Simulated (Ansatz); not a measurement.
The starting structures come from a database of crystals and need not be the phases stable at ambient conditions.

Here is the system:

```xyz
12
Lattice="5.0747 0.0000 0.0000 0.0000 5.2834 0.0000 0.0000 0.0000 5.2541" Properties=species:S:1:pos:R:3 pbc="T T T"
Zr     1.3522     0.1599     3.9357
Zr     3.7225     5.1235     1.3086
Zr     1.3522     2.4818     1.3086
Zr     3.7225     2.8016     3.9357
O      2.7236     1.2145     2.6315
O      2.3511     4.0689     0.0044
O      2.7236     1.4272     0.0044
O      2.3511     3.8562     2.6315
O      0.3418     1.9286     3.1846
O      4.7328     3.3548     0.5575
O      0.3418     0.7131     0.5575
O      4.7328     4.5703     3.1846
```

The cell is strained (lengths along the current scaled by 1.03, ions clamped); by r2SCAN it stands under a pressure of -6.8 GPa.

Transport runs along the normal of the first two printed cell vectors.

The gap is the functional's own. No spin-orbit coupling. Mid-gap values are those at the computed energy nearest the middle.

Problem. Estimate the band gap and the smallest decay constant κ at mid-gap that r2SCAN (Ansatz, a quantum-chemistry and plane-wave program) returns for this system.

Solution. Gap 4.23 eV on a 6×6×6 mesh; κ = 0.416 1/Å, at the zone centre.
